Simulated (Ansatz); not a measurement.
The parent structure is a 12-atom supercell of SnS$_{2}$ in the CdI2 type structure (space group P-3m1, No. 164; layered, stacked along the Cartesian z axis) at its relaxed geometry.

```yaml
crystal:
  lattice:
    - [7.33879, 0.00000, 0.00000]
    - [-3.66939, 6.35558, 0.00000]
    - [3.66939, 6.35558, 5.80621]
  atoms:
    - { symbol: Sn, position: [0.00000, 0.00000, 0.00000] }
    - { symbol: Sn, position: [0.00000, 0.50000, 0.00000] }
    - { symbol: Sn, position: [0.50000, 0.00000, 0.00000] }
    - { symbol: Sn, position: [0.50000, 0.50000, 0.00000] }
    - { symbol: S, position: [0.91207, 0.07873, 0.25460] }
    - { symbol: S, position: [0.91207, 0.57873, 0.25460] }
    - { symbol: S, position: [0.41207, 0.07873, 0.25460] }
    - { symbol: S, position: [0.41207, 0.57873, 0.25460] }
    - { symbol: S, position: [0.58793, 0.42127, 0.74540] }
    - { symbol: S, position: [0.58793, 0.92127, 0.74540] }
    - { symbol: S, position: [0.08793, 0.42127, 0.74540] }
    - { symbol: S, position: [0.08793, 0.92127, 0.74540] }
```

Method: PBE-D3(BJ) in Ansatz (plane waves to 420 eV, PAW, scalar-relativistic without spin-orbit coupling).

Base values:

```
Item        Value
--------  -------
Pressure  0.0 GPa
```

It is then changed as follows: a neutral S interstitial (started 2.32 Å from the nearest host atom), atoms relaxed at fixed cell, starting from a slightly rattled geometry.

Question: Predict the new largest displacement of a host atom from its site in the perfect cell.

Answer: The largest displacement of a host atom from its site in the perfect cell comes out as 0.61 Å.

Question: Estimate the effect on the pressure.

Answer: The pressure goes from zero to 5.2 GPa.

The magnetic state is the one reached from the starting moments; the real material's order can differ, and small cells can't hold many antiferromagnetic ones. In so small a cell the defect repeats every few ångströms: this is an ordered compound, not a dilute defect. Seeded moments were not kept for S interstitial (started 2.32 Å from the nearest host atom). The defect cell is spin-polarised and ends with 0.0 μB.

Ansatz is an electronic-structure program.
